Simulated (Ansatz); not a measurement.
Results of LDA in Ansatz (PAW) for LiNbO3 (model structure, started from the LiNbO3 type, R3c, No. 161, 10 atoms in the cell).

Numerical settings: plane-wave cutoff 520 eV, 8×8×8 k mesh, Fermi–Dirac smearing 0.01 eV, no spin polarisation, scalar-relativistic PAW data made under PBE.

Cell (relaxed at this level):

```yaml
crystal:
  lattice:
    - [2.53304, 1.46245, 4.56323]
    - [-2.53304, 1.46245, 4.56323]
    - [0.00000, -2.92491, 4.56323]
  atoms:
    - { symbol: Li, position: [0.29777, 0.29777, 0.29777] }
    - { symbol: Li, position: [0.79777, 0.79777, 0.79777] }
    - { symbol: Nb, position: [0.01428, 0.01428, 0.01428] }
    - { symbol: Nb, position: [0.51428, 0.51428, 0.51428] }
    - { symbol: O, position: [0.73375, 0.12196, 0.38253] }
    - { symbol: O, position: [0.38253, 0.73375, 0.12196] }
    - { symbol: O, position: [0.12196, 0.38253, 0.73375] }
    - { symbol: O, position: [0.88253, 0.62196, 0.23375] }
    - { symbol: O, position: [0.23375, 0.88253, 0.62196] }
    - { symbol: O, position: [0.62196, 0.23375, 0.88253] }
```

**Question.** Predict the band gap and smallest direct gap on the k points sampled.

**Answer.** 
- band gap = 3.52 eV
- smallest direct gap on the k points sampled = 3.55 eV

Spin–orbit coupling is not included.

Computed values are for the static lattice.

Computing time: around 30 core-seconds (rough).

A model structure was made by putting elements into a prototype or built by hand; here it ended with the formula and space group of a phase in our tables.

Ansatz is a quantum-chemistry and plane-wave program.
